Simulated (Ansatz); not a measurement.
Worked example: relaxation of cell and atoms of Zr3S2 (R32, 5 atoms in the cell) in Ansatz (a program for electronic structure).

Method: LDA (PW92), PAW files made with PBE (plane waves; Ansatz).

```
Zr3S2
1.0
    2.90254     1.67578     3.48777
   -2.90254     1.67578     3.48777
    0.00000    -3.35156     3.48777
Zr S
3 2
Direct
  0.16128   0.83872   0.50000
  0.50000   0.16128   0.83872
  0.83872   0.50000   0.16128
  0.33497   0.33497   0.33497
  0.66503   0.66503   0.66503
```

Reference input (self-consistent single point, DFT, LDA (PW92), plane waves, PAW files made with PBE): kpoints.mp_grid.grid = 7 7 7; hamiltonian.xc = lda; hamiltonian.pseudopotentials = {kind: paw} (the program's default PAW files); scf.occupations.method = fermi_dirac; scf.occupations.width = 0.1 eV. This run's input differs from it in these lines:

```diff
@@ -24,2 +24,4 @@
     width: 0.1
+relax:
+  cell: {}
 output:
```

Log, with long lists cut:

```
   [... SCF lines of the steps left out ...]
relax step   1: F+E_penalty+E_count = -13977.57183174 eV  Δ(F+E_penalty+E_count) = +0.000e0 eV  max|allowed force component| = 1.662e-1 eV/Å  Δτ_max = 0.0000 Å  P = -7.473 GPa  Ω = 101.788 Å³  (8 SCF iters, dr2 threshold 1.00e-7 eV, accepted)
relax step   2: F+E_penalty+E_count = -13977.54690593 eV  Δ(F+E_penalty+E_count) = +2.493e-2 eV  max|allowed force component| = 9.899e-2 eV/Å  Δτ_max = 0.0299 Å  P = +9.162 GPa  Ω = 89.806 Å³  energy of the carried Pulay correction = +2.096e-3 eV  [...]
relax step   3: F+E_penalty+E_count = -13977.72090091 eV  Δ(F+E_penalty+E_count) = -1.491e-1 eV  max|allowed force component| = 2.301e-2 eV/Å  Δτ_max = 0.0031 Å  P = -0.842 GPa  Ω = 96.285 Å³  energy of the carried Pulay correction = +9.311e-4 eV  [...]
relax step   4: F+E_penalty+E_count = -13977.72271974 eV  Δ(F+E_penalty+E_count) = -1.819e-3 eV  max|allowed force component| = 1.452e-3 eV/Å  Δτ_max = 0.0017 Å  P = -0.043 GPa  Ω = 95.754 Å³  energy of the carried Pulay correction = +1.024e-3 eV  [...]
relax step   5: F+E_penalty+E_count = -13977.72176529 eV  Δ(F+E_penalty+E_count) = +9.545e-4 eV  max|allowed force component| = 1.434e-3 eV/Å  Δτ_max = 0.0000 Å  P = -0.046 GPa  Ω = 95.754 Å³  stress off target by 4.66e-2 GPa  SCF on the basis [...]
basis re-selected at this cell: Δ(F+E_penalty+E_count) = +9.545e-4 eV, ΔP = -0.003 GPa vs the last step
the relaxation is at rest under the 6 symmetry operations that the run kept from its start: a minimum is not shown …
Free energy (F): -13977.721765 eV
Internal energy: -13977.624536 eV  (E = F + TS)
E sigma→0 (E₀):  -13977.673151 eV
Entropy (-TS):   -0.097229 eV (-19.446 meV/atom)
Fermi energy:    13.420611 eV
--- Forces (eV/Å), atoms counted from 1 ---
  atom   1  Zr     0.00097928    -0.00000000    -0.00000000
   [... lines left out ...]
  cell:  # Å, volume = 95.7537 Å³
   [... lines left out ...]
    - { symbol: Zr, position: [0.16130535136060076, 0.8386946486393995, 0.5000000000000001] }
    - { symbol: Zr, position: [0.5000000000000001, 0.16130535136060076, 0.8386946486393995] }
    - { symbol: Zr, position: [0.8386946486393994, 0.5, 0.16130535136060054] }
    - { symbol: S, position: [0.3351101166683554, 0.3351101166683554, 0.33511011666835544] }
    - { symbol: S, position: [0.6648898833316448, 0.6648898833316448, 0.6648898833316448] }
```

The run converged. 

Summary of the result:
* **Free energy E − TS (on the zero of these files)**: -13977.7218 eV
* **Fermi level (on the code's own zero)**: 13.42 eV
* **Pressure**: -0.05 GPa
* **Largest force (vector length)**: 0.001 eV/Å
* **Final cell**: a = 4.737 Å, b = 4.737 Å, c = 4.737 Å, α = 73.87°, β = 73.87°, γ = 73.87°
* **Final volume per atom**: 19.15 Å³
* **Relaxation steps**: 5

The starting cell comes from a database of computed structures (which also holds hypothetical and non-ambient phases and stackings), without a prior relaxation at this level. The relaxation keeps the symmetry of its start, so its end need not be a minimum. Ansatz's pressure includes its estimate of the finite-basis (Pulay) stress.

Cost on one core of a shared machine: roughly 30 s.

Keys are those of Ansatz 0.2.
